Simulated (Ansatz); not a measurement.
TaO2F (P4₂/mmc, No. 131, 8 atoms in the cell; start mp-33997): smallest direct gap on the k points sampled by level of theory

No measured value is used here.

### Question
Put these levels in order of the smallest direct gap on the k points sampled that they give for TaO2F (P4₂/mmc, No. 131, 8 atoms in the cell; start mp-33997), smallest first: HSE06+SOC (Ansatz, an electronic-structure program), PBEsol+SOC (Ansatz), r²SCAN+SOC (Ansatz), r²SCAN0 (Ansatz).

### Answer
PBEsol+SOC (2.37 eV), r²SCAN+SOC (2.87 eV), HSE06+SOC (3.88 eV), r²SCAN0 (5.12 eV)

At these levels the smallest gap is indirect and lower: PBEsol+SOC 2.00, r²SCAN+SOC 2.46, HSE06+SOC 3.46, r²SCAN0 4.62 eV. Computed values are for a static lattice. Levels without +SOC have no spin–orbit coupling; where heavier elements are present it shifts gaps, mostly down, and can invert bands.  Values are at the PBEsol cell. Cutoffs and k meshes differ between the levels. Ansatz's density-functional and Hartree–Fock values are scalar-relativistic unless marked +SOC, with PAW data made under PBE.

A start named mp-… is a Materials Project structure, which need not be a measured phase.
